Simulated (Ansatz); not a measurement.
Amorphous hafnium silicate (Si12Hf8O40), 60 atoms at 4.64 g/cm³, one PBE-relaxed geometry, zone centre. Methods: PBE, scalar-relativistic without spin-orbit coupling (Ansatz, a quantum-chemistry and plane-wave program); r2SCAN, scalar-relativistic without spin-orbit coupling (Ansatz); HSE06, scalar-relativistic without spin-orbit coupling (Ansatz). Plane waves to 420 eV (r2SCAN 500 eV); exact exchange is cut at the cell's faces. At PBE the levels at the filled edge of the gap are localised (band-tail or defect states). All rungs ran without spin polarisation.

Preparation: random packing, a CHGNet melt and quench, and a DFT relaxation. O atoms were pushed apart under 1.9 Å during the dynamics, to hinder bonds among them. The hot cell started wider than the set density and was brought back towards it in steps. It is the lowest in DFT energy of 2 quenches. It is a model cell: composition and starting density were chosen by hand, and all elements were melted together. No dispersion term was used. Its density started from a set value of 4.85 and ended at 4.64 g/cm³. The quench (nominally 310 K/ps over its main leg) was far faster than any real one, so the model tends to hold more defects than a real film. One small periodic cell is one sample of the glass; other quenches scatter about these values. Volume and shape were free in the relaxation.

The relaxation ran on the zone centre alone. At PBE the level gap is 4.63 eV on a 2×2×2 Γ-centred mesh, and the spacing at the zone centre alone 4.64 eV.

Q: What zone-centre spacing does r2SCAN give, roughly?

A: 5.16 eV (+0.51 eV against PBE).

Q: What zone-centre spacing does HSE06 give, roughly?

A: 6.26 eV (+1.62 eV against PBE).

The highest filled and the lowest empty state spread over these numbers of atoms (participation numbers): PBE: 10.8 and 18.4; r2SCAN: 10.5 and 15.3; HSE06: 10.7 and 17.4.
